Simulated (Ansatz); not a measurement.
Consider ZnCu$_{2}$SnSe$_{4}$ (space group I-4, No. 82; a = 5.6585 Å, c = 11.3185 Å).

Method: PBEsol, PAW, 420 eV (Ansatz, a quantum-chemistry and plane-wave program; without spin-orbit coupling), earlier PAW set.

For the base:

```
Property                           Result
-----------------------------  ----------
Density                        5.75 g/cm³
Shortest interatomic distance    238.4 pm
```

Now apply this change: full substitution Se → S, then cell and atoms are relaxed.

Task: What does the calculation give for the density and shortest interatomic distance after the change?

Result: The density decreases by 1.05 g/cm³, from 5.75 g/cm³ to 4.70 g/cm³; the shortest interatomic distance shrinks by 11.23 pm (238.4 pm → 227.1 pm).

No phonon test of stability was made. The final runs are not spin-polarised.
